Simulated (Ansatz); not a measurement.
System: L1₂ (Cu3Au-type) Al3Sc. Method: HSE06 (Ansatz, a first-principles code, PAW).

Settings: plane-wave cutoff 500 eV, 6×6×6 k mesh, Fermi–Dirac smearing 0.1 eV, scalar-relativistic PAW data made under PBE.

Computed at the level's own relaxed cell.

Q: Estimate the equilibrium volume per atom and equilibrium lattice constant a that the calculation returns.

A: 
equilibrium volume per atom: 17.14 Å³/atom
equilibrium lattice constant a: 4.093 Å

Measured, for comparison: equilibrium volume per atom 17.27 Å³/atom, lattice constant a 4.103 Å (room temperature, not corrected to a static lattice; as tabulated in A Combined Experimental and First-Principles Based Assessment of …). Computed (rounded) less measured: equilibrium volume per atom -0.8 %, lattice constant a -0.2 %. A static lattice is as a rule a little smaller and stiffer than an uncorrected measurement, which narrows the difference in the equilibrium volume per atom and would widen misses of the other sign.

Note: exact exchange on metals is sensitive to the k mesh and can open a false gap; the run warned that the count of filled bands differs between k points.

Computed values are for the static lattice.
